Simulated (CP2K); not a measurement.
Band structure of Rh₆CaAs₄ (P-6m2, 11 atoms in the cell).

```xyz
11
Lattice="7.2010 0.0000 0.0000 -3.6005 6.2362 0.0000 0.0000 0.0000 3.7550" Properties=species:S:1:pos:R:3 pbc="T T T"
Rh     2.1783     2.8999     0.0000
Rh     5.0227     2.8999     0.0000
Rh     3.6005     0.4365     0.0000
Ca     0.0000     0.0000     0.0000
As     5.1703     1.1724     1.8775
As     2.0307     1.1724     1.8775
As     3.6005     3.8914     1.8775
As     0.0000     4.1575     0.0000
Rh    -1.4380     4.9878     1.8775
Rh     1.4380     4.9878     1.8775
Rh     0.0000     2.4970     1.8775
```

Method: LDA (Pade form), GPW, DZVP-MOLOPT-SR-GTH basis, GTH-PADE potentials (GTH_POTENTIALS) in CP2K.

Settings: CUTOFF = 500 Ry; REL_CUTOFF = 40 Ry; SMEAR/METHOD = GAUSSIAN; SIGMA = 0.1 eV; KPOINTS/SCHEME = MONKHORST-PACK 2 2 3; GAMMA_CENTERED = T; XC_FUNCTIONAL = PADE; Rh/BASIS_SET = DZVP-MOLOPT-SR-GTH; Rh/POTENTIAL = GTH-PADE-q17; Ca/BASIS_SET = DZVP-MOLOPT-SR-GTH; Ca/POTENTIAL = GTH-PADE-q10; As/BASIS_SET = DZVP-MOLOPT-SR-GTH; As/POTENTIAL = GTH-PADE-q5; METHOD = GPW.

The starting cell comes from a database of published, mostly measured structures (it also holds non-ambient and calculated ones), without a prior relaxation at this level. Spin polarisation is off. Values carry the incompleteness of an atom-centred basis.

Levels in eV from the Fermi level, bands 63 to 68:
```
point     63     64     65     66     67     68
-----  -----  -----  -----  -----  -----  -----
Γ      -1.36  -0.75  -0.75  -0.64   0.93   0.93
M      -1.17  -0.66  -0.51  -0.17   0.18   0.44
K      -1.16  -1.02  -0.32  -0.27   0.38   0.59
A      -1.55  -1.20  -1.20  -0.74  -0.74  -0.22
L      -1.52  -1.50  -1.36  -0.11   0.22   0.25
H      -1.62  -1.36  -0.69  -0.41   0.26   0.53
```

Bands cross the Fermi level along this path, so the cell is metallic at this level.

Higher empty bands are left out: an atom-centred basis made for the valence describes them poorly.
